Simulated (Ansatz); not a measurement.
Take PbS in the rock salt structure (space group Fm-3m, No. 225; a = 5.9742 Å) as the base. Axes: x, y, z lie along the cube axes.

Method: Ansatz (a quantum-chemistry and plane-wave program) r2SCAN, without spin-orbit coupling.

For the base:

| Property | Result |
|---|---|
| Valley order | L along ⟨111⟩ 0.69 eV; a point along ⟨110⟩, about 0.6 Å⁻¹ from Γ 1.58 eV |
| Volume per atom | 26.65 Å³ |

One thing is altered: compressive biaxial strain of 0.36 % in the plane normal to [111], as in epitaxy on a mismatched substrate; the out-of-plane cell vector and the atoms relax.

Predict the new valley order.

The valley order (the lowest conduction-band minima on the path, energy above the VBM, named in the base's zone) becomes L along [1-1-1] 0.63 eV; L along [111] 0.69 eV; a point along [1-10], about 0.6 Å⁻¹ from Γ 1.52 eV (base: L along ⟨111⟩ 0.69 eV; a point along ⟨110⟩, about 0.6 Å⁻¹ from Γ 1.58 eV).

What happens to the volume per atom?

The volume per atom shrinks by 0.09 Å³ to 26.56 Å³.

Spin-orbit coupling, missing from the scalar runs, can matter with Pb. The levels and masses belong to the bands next to the band gap. Stability against distortions was not tested.
